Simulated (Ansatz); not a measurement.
Consider interstitial Li in diamond with all lengths changed by +1 %, charge state +1. Level of theory: PBE, PAW (plane waves to 420 eV; Ansatz, a first-principles code).

Cell of 64 host sites held at the strained lattice (strain from the relaxed PBE one, atoms relaxed); a 2×2×2 k-point mesh shifted by half a step; Fermi-Dirac width 0.01 eV, spin-restricted; finite-size errors left in. Static, classical nuclei. The host's phase is taken as given; its stability against other phases was not computed. The charge state is imposed; whether it is stable for some Fermi level was not computed. Sites that were not tried may lie lower.

The step: a direct jump of one Li atom; the atom moves 1.56 Å along (-0.25, 0.25, -0.25) of the unit cell; the moving atom starts with neighbours 4 C at 1.65, 6 C at 1.86 Å and ends with 4 C at 1.65, 6 C at 1.86 Å. On the band's own sampling the forward barrier is 1.74 eV. Harmonic modes of the moving Li atom alone, all others held, come from finite differences of 0.015 Å. The saddle point's order was not checked, and it lies on a symmetry element of the cell, where a band can be held.

**Question.** Which three frequencies does the atom have at the start and at the saddle point?

**Answer.** start 29.8, 29.8, 29.8 THz; saddle point 20.3i, 40.1 and 40.1 THz.

**Question.** What attempt frequency and zero-point change of the barrier follow from these modes alone, and what classical rate at 700 K?

**Answer.** ν = (29.8 × 29.8 × 29.8) / (40.1 × 40.1) ≈ 16 THz. The zero-point energy changes the barrier by h/2 × (80.2 − 89.4) THz = -0.019 eV. The classical rate is ν exp(−1.74/0.0603) ≈ 5 s⁻¹. One atom's modes give a rough prefactor, not that of the whole cell.
